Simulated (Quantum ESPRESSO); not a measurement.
Convergence series on Mg₁₄ZnSi (Amm2, 16 atoms in the cell)

```
CELL_PARAMETERS angstrom
     10.26067     0.00000     0.00000
      0.00000     3.13289     5.38163
      0.00000    -3.13289     5.38163
ATOMIC_POSITIONS crystal
  Mg 0.00000 0.16502 0.16502
  Mg 0.00000 0.66566 0.66566
  Mg 0.50000 0.16503 0.66369
  Mg 0.50000 0.66369 0.16503
  Mg 0.00000 0.16643 0.66819
  Mg 0.00000 0.66819 0.16643
  Mg 0.25938 0.33596 0.83556
  Mg 0.74062 0.83556 0.33596
  Mg 0.74062 0.33596 0.83556
  Mg 0.25938 0.83556 0.33596
  Mg 0.25021 0.33201 0.33201
  Mg 0.74979 0.33201 0.33201
  Mg 0.25218 0.83156 0.83156
  Mg 0.74782 0.83156 0.83156
  Zn 0.50000 0.16839 0.16839
  Si 0.50000 0.66741 0.66741
```

Computed with PBEsol, SSSP 1.1.2 efficiency (PBE) pseudopotentials (plane waves; Quantum ESPRESSO).

The starting cell comes from a database of computed structures (which also holds hypothetical and non-ambient phases and stackings), without a prior relaxation at this level.

Held fixed: occupations = smearing; smearing = marzari-vanderbilt; degauss = 0.019992 Ry; input_dft = pbesol; K_POINTS = automatic 3 6 6 0 0 0; conv_thr = 1e-10 Ry. Moved along with it: ecutrho.

ΔF is the free energy per atom less that of the last row (65 Ry).

```
ecutwfc  ΔF (meV/atom)  pressure (GPa)  largest force (eV/Å)  plane waves  iterations
-------  -------------  --------------  --------------------  -----------  ----------
20 Ry           1900.4          -63.81                 0.169         3570          15
25 Ry            341.3          -16.13                 0.187         4951          13
30 Ry             48.3           -4.14                 0.197         6520          13
35 Ry              4.8           -1.42                 0.199         8194          13
40 Ry             1.90           -1.06                 0.199        10034          13
45 Ry             1.50           -1.10                 0.199        11938          13
50 Ry             0.60           -1.10                 0.199        13973          13
57 Ry             0.11           -1.06                 0.199        17002          13
65 Ry             0.00           -1.07                 0.199        20684          13
```

Pressure within 0.5 GPa of the last row: from ecutwfc = 35 Ry on; the one before it is off by 3.1 GPa. The value it settles on is -1.1 GPa at this level of theory and with the other settings as held.

Largest force within 0.02 eV/Å of the last row: from ecutwfc = 25 Ry on; the one before it is off by 0.031 eV/Å. The value it settles on is 0.199 eV/Å at this level of theory and with the other settings as held.
